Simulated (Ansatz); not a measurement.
**TiO2 under a change: isotropic strain −0.60 %**

Consider TiO2 in the rutile structure (space group P4_2/mnm, No. 136; a = 4.643 Å, c = 2.964 Å).

Modification: every lattice vector is shortened by 0.60 %, atoms relaxed at fixed cell.

Method: Ansatz (an electronic-structure program), PBE, PAW, cutoff 420 eV, scalar-relativistic without spin-orbit coupling. Γ-centred 7×7×11 mesh, Fermi–Dirac width 0.05 eV.

The volume per atom drops by 0.19 Å³ to 10.46 Å³ and the shortest interatomic distance shrinks by 0.9 pm to 194.9 pm. The energy grows by 2.4 meV/atom and the pressure (mean of the normal stresses, compression positive) goes from zero to 40.2 kbar. The band gap grows by 0.02 eV to 1.88 eV and the gap character remains direct at Γ. The mean gap deformation potential ΔEg/Δln V comes out as -0.9 eV and the width of the top valence band goes up by 0.04 eV, from 1.56 eV to 1.60 eV. The electron mass changes from 0.58 mₑ along c, 1.2 mₑ across (at Γ) to 0.56 mₑ along c, 1.1 mₑ across (at Γ) and the valence-band top at Γ (three highest levels, from the VBM) goes from 0.00, -0.43, -0.43 eV to 0.00, -0.44, -0.44 eV.

Final structure:

```
CELL_PARAMETERS angstrom
      4.61558     0.00000     0.00000
      0.00000     4.61558     0.00000
      0.00000     0.00000     2.94602
ATOMIC_POSITIONS crystal
  Ti 0.00000 0.00000 0.00000
  Ti 0.50000 0.50000 0.50000
  O  0.30441 0.30441 0.00000
  O  0.80441 0.19559 0.50000
  O  0.19559 0.80441 0.50000
  O  0.69559 0.69559 0.00000
```

Effective masses come from finite differences of ±0.01 Å⁻¹. No phonon test of stability was made. The final runs are not spin-polarised.
